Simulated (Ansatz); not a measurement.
System: Mo3Os (model structure, started from the D019 type, P6₃/mmc, No. 194, 8 atoms in the cell). Method: PBEsol (Ansatz, an electronic-structure program, PAW).

Run with plane-wave cutoff 520 eV, 12×12×12 k mesh, Fermi–Dirac smearing 0.05 eV, no spin polarisation, scalar-relativistic PAW data made under PBE.

Cell (relaxed at this level):

Mo₃Os is taken in the hexagonal space group P6₃/mmc (No. 194), Pearson symbol hP8. Lattice parameters: a = 5.5650 Å, b = 5.5650 Å, c = 4.4873 Å, α = 90.00°, β = 90.00°, γ = 120.00°. Mo on 6h has 4 Os at 2.750–2.783 Å and 8 Mo at 2.754–2.811 Å (anticuboctahedral). Os on 2c is surrounded by 12 Mo at 2.750–2.783 Å (anticuboctahedral). (Neighbours: up to the widest gap in distance over summed covalent radii, below 1.35, at either atom.)

Task: Estimate the bulk modulus B0 that the calculation returns.

Result: 
* **bulk modulus B0**: 296 GPa

Note: the run has no spin polarisation, so it can have missed a magnetic state; the bulk modulus is −V dP/dV from two relaxed cells at ±2 % in volume; the relaxation could raise the start's symmetry but not lower it, so the cell can be a saddle point.

Spin–orbit coupling is not included.

Computed values are for the static lattice.

A model structure was made by putting elements into a prototype or built by hand; it is no filed structure, need not be a known phase, and can be a saddle point held by its symmetry.
